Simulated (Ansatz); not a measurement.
## What pressure 2.1 GPa does to hypothetical rutile WSe2

Base system: WSe₂ in the rutile structure (space group P4_2/mnm, No. 136; a = 6.151 Å, c = 3.311 Å; a hypothetical phase, not in the database extracts checked).

Perturbation: a hydrostatic pressure of 2.1 GPa.

Computed with PBEsol, PAW, 420 eV (Ansatz, a quantum-chemistry and plane-wave program; no spin-orbit coupling), earlier PAW set. k-mesh 8×8×14 (Γ-centred); smearing 0.05 eV (Fermi–Dirac).

```csv
quantity,base,changed,shift
volume per atom,20.88 Å³,20.54 Å³,-0.34 Å³
density,9.06 g/cm³,9.21 g/cm³,+0.15 g/cm³
lattice parameter a,6.151 Å,6.127 Å,-0.024 Å
c/a ratio,0.538,0.536,-0.0025
shortest interatomic distance,2.476 Å,2.460 Å,-0.016 Å
enthalpy H = E + PV relative to the base's energy,–,+0.27 eV/atom,–
band gap,zero,zero,–
```

Load acts through the strain it causes; cell and atoms are relaxed under it. No phonon test of stability was made. The final runs are not spin-polarised. WSe2 has a high density of states at the Fermi level and may be magnetic at this level.
